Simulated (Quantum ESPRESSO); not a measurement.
Band structure of MnZn (Pm-3m, 2 atoms in the cell).

```xyz
2
Lattice="2.9638 0.0000 0.0000 0.0000 2.9638 0.0000 0.0000 0.0000 2.9638" Properties=species:S:1:pos:R:3 pbc="T T T"
Mn     0.0000     0.0000     0.0000
Zn     1.4819     1.4819     1.4819
```
Moments meant for the start (each program seeds them in its own way; μB, in the order of the atoms Mn Zn): 4.0 0.0.

Method: PBEsol, GBRV 1.5 ultrasoft (PBESOL) pseudopotentials (plane waves; Quantum ESPRESSO).

Settings: ecutwfc = 50 Ry; ecutrho = 400 Ry; occupations = smearing; smearing = gauss; degauss = 0.0147 Ry; nspin = 2; potentials = {Mn: mn_pbesol_v1.5.uspp.F.UPF, Zn: zn_pbesol_v1.uspp.F.UPF}; K_POINTS = automatic 9 9 9 1 1 1; nbnd = 24; conv_thr = 1e-10 Ry; mixing_beta = 0.4.

The starting cell comes from a database of computed structures (which also holds hypothetical and non-ambient phases and stackings), without a prior relaxation at this level. Its lattice was rescaled by a random factor within 2.5 % of one. With one magnetic atom in the cell only a parallel order is possible.

Levels in eV from the Fermi level, bands 16 to 23 of the first spin channel:
```tsv
point	16	17	18	19	20	21	22	23
Γ	-2.58	-1.13	-1.13	-1.13	6.59	6.59	6.59	12.22
X	-2.71	-2.11	-2.11	-1.22	0.07	12.25	12.25	12.86
M	-1.47	-1.47	-1.46	-1.46	-0.55	3.41	4.22	13.37
R	-3.85	-0.51	-0.51	3.52	5.07	5.07	5.07	5.96
```

Bands cross the Fermi level along this path, so the cell is metallic at this level.

The net moment of the cell came out as 2.85 μB.
